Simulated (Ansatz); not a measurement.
The reference is MgB2 (space group P6/mmm, No. 191; a = 3.075 Å, c = 3.525 Å; relaxed with 0.1 eV smearing). Axes: x lies along a and z along c of the hexagonal cell.

Level of theory: Ansatz (a quantum-chemistry and plane-wave program), PBE, PAW, cutoff 420 eV, without spin-orbit coupling.

Strains are applied to the cell and any free atomic positions relax.

One change was made to it. Results:

The energy rises by 0.8 meV/atom; the band gap stays zero.

Task: Which change produced these results?
(A) uniaxial strain ε_zz = +1.00 %
(B) uniaxial strain ε_zz = −3.00 %
(C) uniaxial strain ε_zz = −2.00 %
(D) uniaxial strain ε_zz = +2.50 %

Result: A, uniaxial strain ε_zz = +1.00 %. For comparison, the energy relative to the base in the other runs: uniaxial strain ε_zz = +2.50 % gives +4.9 meV/atom; uniaxial strain ε_zz = −3.00 % gives +7.4 meV/atom; uniaxial strain ε_zz = −2.00 % gives +3.2 meV/atom.

Stability against distortions was not tested. All final runs are without spin polarisation.
